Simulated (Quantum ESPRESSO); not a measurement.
Quantum ESPRESSO run on IrRh₃ (I4mm, 4 atoms in the cell): self-consistent single point.

Method of the run: LDA (PZ), GBRV 1.5 ultrasoft (LDA) pseudopotentials (plane waves; Quantum ESPRESSO).

```
IrRh3
1.0
    1.91250    -1.91250     3.83094
    1.91250     1.91250     3.83094
   -1.91250    -1.91250     3.83094
Ir Rh
1 3
Direct
  0.00000   0.00653   0.00653
  0.50000   0.25000   0.75000
  0.50000   0.75000   0.25000
  0.00000   0.50000   0.50000
```

Reference input (self-consistent single point, DFT, LDA (PZ), plane waves, GBRV 1.5 ultrasoft (LDA) pseudopotentials): ecutwfc = 40 Ry; ecutrho = 320 Ry; occupations = smearing; smearing = fermi-dirac; degauss = 0.0073499 Ry; potentials = {Ir: ir_lda_v1.2.uspp.F.UPF, Rh: rh_lda_v1.4.uspp.F.UPF}; K_POINTS = automatic 6 6 6 0 0 0; conv_thr = 1e-10 Ry; mixing_beta = 0.7. This run's input differs from it in these lines:

```diff
@@ -18,3 +18,3 @@
   smearing = 'fermi-dirac'
-  degauss = 0.0073499
+  degauss = 0.000734986
 /
@@ -33,3 +33,3 @@
 K_POINTS automatic
-6 6 6  0 0 0
+10 10 10  0 0 0
```

The program printed (abridged):

```
     Self-consistent Calculation

     iteration #  1     ecut=    40.00 Ry     beta= 0.70

     negative rho (up, down):  4.305E-01 0.000E+00

     total energy              =    -694.28991090 Ry
     estimated scf accuracy    <       3.32753881 Ry

     iteration #  2     ecut=    40.00 Ry     beta= 0.70

     negative rho (up, down):  4.719E-01 0.000E+00

     total energy              =    -694.27001349 Ry
     estimated scf accuracy    <       9.60393580 Ry

     iteration #  3     ecut=    40.00 Ry     beta= 0.70

     negative rho (up, down):  4.701E-01 0.000E+00

     total energy              =    -695.46516345 Ry
     estimated scf accuracy    <       2.78695059 Ry

   [... 10 blocks of this kind left out ...]

     iteration # 14     ecut=    40.00 Ry     beta= 0.70

     negative rho (up, down):  4.697E-01 0.000E+00

     total energy              =    -695.91337768 Ry
     estimated scf accuracy    <          5.3E-10 Ry

     iteration # 15     ecut=    40.00 Ry     beta= 0.70

     negative rho (up, down):  4.697E-01 0.000E+00
     End of self-consistent calculation

     Number of k-points >= 100: set verbosity='high' to print the bands.

     the Fermi energy is    21.6026 ev

!    total energy              =    -695.91337768 Ry
     estimated scf accuracy    <          1.2E-12 Ry
     smearing contrib. (-TS)   =      -0.00013154 Ry
     internal energy E=F+TS    =    -695.91324614 Ry

     convergence has been achieved in  15 iterations

     negative rho (up, down):  4.697E-01 0.000E+00

     Forces acting on atoms (cartesian axes, Ry/au):

     atom    1 type  1   force =     0.00000000   -0.00000000   -0.02213560
     atom    2 type  2   force =     0.00000000    0.00000000    0.00950923
     atom    3 type  2   force =     0.00000000    0.00000000    0.00950923
     atom    4 type  2   force =    -0.00000000    0.00000000    0.00311714

     Total force =     0.026087     Total SCF correction =     0.000001

     negative rho (up, down):  4.697E-01 0.000E+00
          total   stress  (Ry/bohr**3)                   (kbar)     P=     -152.49
  -0.00103937   0.00000000  -0.00000000         -152.90        0.00       -0.00
   0.00000000  -0.00103937   0.00000000            0.00     -152.90        0.00
  -0.00000000   0.00000000  -0.00103113           -0.00        0.00     -151.68

   JOB DONE.
```

The run converged in 15 iterations. Against the reference run the free energy goes up by 23.6 meV/atom, the pressure goes from -14.89 to -15.25 GPa and the largest force hardly changes (0.561 to 0.569 eV/Å).

The starting cell comes from a database of computed structures (which also holds hypothetical and non-ambient phases and stackings), without a prior relaxation at this level. Its lattice was rescaled by up to half a per cent. One atom was moved a little off its site on purpose. Spin polarisation is off. With a pressure of about -15 GPa the cell is away from its equilibrium volume at this level.

Cost on one core of a shared machine: roughly 4 min.
